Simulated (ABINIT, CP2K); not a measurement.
A CP2K input for a self-consistent single point of Br (Cmce, 4 atoms in the cell) (DFT PBEsol, GPW, DZVP-MOLOPT-SR-GTH basis, GTH-PBE potentials (GTH_POTENTIALS)):

```
&GLOBAL
  PROJECT run
  RUN_TYPE ENERGY_FORCE
  PRINT_LEVEL LOW
&END GLOBAL
&FORCE_EVAL
  METHOD Quickstep
  STRESS_TENSOR ANALYTICAL
  &DFT
    BASIS_SET_FILE_NAME BASIS_MOLOPT
    POTENTIAL_FILE_NAME GTH_POTENTIALS
    &QS
      METHOD GPW
      EPS_DEFAULT 1E-11
    &END QS
    &MGRID
      CUTOFF 400
      REL_CUTOFF 40
      NGRIDS 5
    &END MGRID
    &SCF
      SCF_GUESS ATOMIC
      EPS_SCF 1E-7
      MAX_SCF 100
      ADDED_MOS 6
      &DIAGONALIZATION
        ALGORITHM STANDARD
      &END DIAGONALIZATION
      &MIXING
        METHOD BROYDEN_MIXING
        ALPHA 0.3
        NBUFFER 12
        BETA 1
      &END MIXING
      &SMEAR ON
        METHOD FERMI_DIRAC
        ELECTRONIC_TEMPERATURE [K] 232.09
      &END SMEAR
    &END SCF
    &KPOINTS
      SCHEME MONKHORST-PACK 5 5 2
      GAMMA_CENTERED T
    &END KPOINTS
    &XC
      &XC_FUNCTIONAL
        &PBE
          PARAMETRIZATION PBESOL
        &END PBE
      &END XC_FUNCTIONAL
    &END XC
    &PRINT
      &MO
        EIGENVALUES T
        OCCUPATION_NUMBERS T
        NDIGITS 8
        FILENAME mo
        &EACH
          QS_SCF 0
        &END EACH
        ADD_LAST NUMERIC
      &END MO
      &MULLIKEN OFF
      &END MULLIKEN
    &END PRINT
  &END DFT
  &SUBSYS
    &CELL
      A 4.04596400 0.00000000 0.00000000
      B -1.53032000 3.74539000 0.00000000
      C 0.00000000 0.00000000 8.78191200
      PERIODIC XYZ
    &END CELL
    &COORD
      SCALED
      Br       0.86100000     0.86100000     0.88900000
      Br       0.63900000     0.63900000     0.38900000
      Br       0.36100000     0.36100000     0.61100000
      Br       0.13900000     0.13900000     0.11100000
    &END COORD
    &KIND Br
      BASIS_SET DZVP-MOLOPT-SR-GTH
      POTENTIAL GTH-PBE-q7
    &END KIND
  &END SUBSYS
  &PRINT
    &FORCES ON
    &END FORCES
    &STRESS_TENSOR ON
    &END STRESS_TENSOR
  &END PRINT
&END FORCE_EVAL
```

Q: Translate this input to ABINIT.

A: One input that does it (others would too):

```
# Br, JTH v2.0 PBE PAW
pp_dirpath "./"
pseudos "Br.GGA_PBE-JTH.xml"
acell 3*1.0 Angstrom
rprim
         2.2559040000   -3.3586790000    0.0000000000
         2.2559040000    3.3586790000    0.0000000000
         0.0000000000    0.0000000000    8.7819120000
natom 4
ntypat 1
znucl 35
typat 1 1 1 1
xcart
         3.8846666880    0.0000000000    7.8071197680
         2.8830453120    0.0000000000    3.4161637680
         1.6287626880    0.0000000000    5.3657482320
         0.6271413120    0.0000000000    0.9747922320
      Angstrom
ecut 40 Ry
pawecutdg 80 Ry
pawovlp -1
pawxcdev 0
ixc -116133
occopt 3
tsmear 0.02 eV
nband 19
kptopt 1
ngkpt 5 5 2
nshiftk 1
shiftk 0 0 0
nstep 80
toldfe 1.0e-09
prtwf 0
prtden 0
prtvol 1
enunit 2
```

Basis, cutoffs, solver keys and any potentials are the target program's own. This input uses DFT, PBEsol, plane waves, PAW (JTH v2.0 PBE PAW, files made for PBE).

The starting cell has typed, rounded lattice constants, without a prior relaxation at this level. Its lattice was rescaled by a random factor within 2.5 % of one.
